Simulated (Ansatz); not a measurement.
The starting structures come from a database of crystals and need not be the phases stable at ambient conditions.

By PBEsol, the system below comes out a metal.

A figure of merit of an interconnect metal is its ballistic conductance per area.

```
CoPtO2
1.0
    2.82454     0.00000     0.00000
    0.00000    17.81817     0.00000
    1.41227     5.93939     0.81537
Co Pt O
1 1 2
Direct
  0.00000   0.50000   0.00000
  0.00000   0.00000   0.00000
  0.00000   0.11224   0.00000
  0.00000   0.88776   0.00000
```

Space group of this cell: R-3m. The cell is taken as given; by PBEsol its mean pressure is -4.5 GPa.

The current flows along the normal of the first two printed cell vectors, the (100) plane of the conventional cell. No spin-orbit coupling; the value is a mean over 0.1 eV about the Fermi level.

Estimate the ballistic conductance per area that PBEsol in Ansatz (an electronic-structure program) returns for this system.

0.45 × 10¹⁵ S/m² for both spins.
